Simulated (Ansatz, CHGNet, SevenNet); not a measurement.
## C axis length of CoSn (P6/mmm, No. 191, 6 atoms in the cell; start mp-20536) at several levels of theory

No measured value is used here.

```
level (code)           value (Å)
---------------------  ---------
CHGNet 0.3.0               4.300
CHGNet-r²SCAN              4.237
SevenNet-l3i5              4.238
LDA (Ansatz)               4.125
PBE (Ansatz)               4.234
PBEsol (Ansatz)            4.171
PBE-D3(BJ) (Ansatz)        4.189
r²SCAN (Ansatz)            4.187
r²SCAN+rVV10 (Ansatz)      4.172
```

The crystal itself was run without spin with LDA, PBE, PBEsol, PBE-D3(BJ), r²SCAN, r²SCAN+rVV10; a magnetic state was not tried in these runs. CHGNet 0.3.0, CHGNet-r²SCAN, SevenNet-l3i5, LDA, PBE, PBEsol, PBE-D3(BJ), r²SCAN, r²SCAN+rVV10: the relaxation could not lower the start's symmetry, so the cell can be a saddle point above a distorted one. Cutoffs differ between the levels. Ansatz's density-functional and Hartree–Fock values are scalar-relativistic unless marked +SOC, with PAW data made under PBE.

Machine-learned potentials (CHGNet 0.3.0, CHGNet-r²SCAN, SevenNet-l3i5) are trained on DFT data: a solid inside that data is no test of them.

A start named mp-… is a Materials Project structure, which need not be a measured phase.

Ansatz is a program for electronic structure.
